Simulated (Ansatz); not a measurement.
DyPd3 (Pm-3m, No. 221), treated with r²SCAN (plane waves, PAW; Ansatz, a program for electronic structure).

Settings: plane-wave cutoff 500 eV, 14×14×14 k mesh, Fermi–Dirac smearing 0.1 eV, spin-polarised start, scalar-relativistic PAW data made under PBE.

Computed at the level's own relaxed cell.

### Question
Estimate the equilibrium volume per atom and lattice parameter a that the calculation returns.

### Answer

- equilibrium volume per atom: 17.19 Å³/atom
- lattice parameter a: 4.097 Å

Note: the magnetic order was assumed, not searched for or taken from measurement; the 4f shell is treated without U or exact exchange, so its levels and filling can be wrong.

Spin–orbit coupling is not included.

The computed numbers hold no vibrational or temperature effects.
